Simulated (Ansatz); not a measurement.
Start from SiC in the wurtzite structure (space group P6_3mc, No. 186; a = 3.0919 Å, c = 5.0742 Å). Axes: x lies along a and z along c of the hexagonal cell.

The values are results of plane-wave PAW DFT at the PBE level (Ansatz, a quantum-chemistry and plane-wave program, 420 eV), scalar-relativistic without spin-orbit coupling, earlier PAW set, not measurements.

Now apply this change: every lattice vector is shortened by 1.43 %; the atoms relax in the strained cell.

Predict the stress tensor and what it implies for the stiffness.

Stress of the strained cell less that of the base (GPa, compression positive):
```
  10.12    0.00    0.00
   0.00   10.12    0.00
   0.00    0.00    9.92
```

Then B = −ΔP/(ΔV/V₀) with ΔV/V₀ = -0.0423 gives secant stiffness values (nonlinear terms included at this strain): B (at held cell shape, above the free-shape value) ≈ 238 GPa.

As a check, the harmonic strain energy −½ V₀ Δσ:ε is 14 meV/atom; the computed energy rise is 13 meV/atom.

Whether these cells are dynamically stable was not tested.
